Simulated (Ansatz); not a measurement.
## TiO2, response to strain

Take TiO₂ in the anatase structure (space group I4_1/amd, No. 141) as the base.

```
TiO2
1.0
   -1.88489     1.88489     4.77584
    1.88489    -1.88489     4.77584
    1.88489     1.88489    -4.77584
Ti O
2 4
Direct
  0.75000   0.25000   0.50000
  0.00000   0.00000   0.00000
  0.54247   0.04247   0.50000
  0.79247   0.79247   0.00000
  0.20753   0.20753   0.00000
  0.95753   0.45753   0.50000
```

Strains are applied to the cell and any free atomic positions relax.

All numbers come from PBEsol, PAW, 420 eV (Ansatz, a first-principles code; no SOC).

Notes on the quantities. energy relative to the base: free energy F.

| isotropic strain (%) | energy relative to the base (meV/atom) |
|---|---|
| 0 | 0.0 |
| 0.6 | 2.3 |
| 1.2 | ? |
| 1.8 | 19.5 |
| 2.4 | 33.9 |
| 3 | 52.0 |

Fit ΔE = Aε² + Bε³ (ε in %) to the rows shown and predict the withheld row.

Least squares on the printed values gives A = 6.36 and B = -0.20 meV/atom (largest residual 0.1 meV/atom); this predicts 8.8 meV/atom, and the run gives 8.9 meV/atom, in agreement.

Whether these cells are dynamically stable was not tested. All final runs are without spin polarisation.
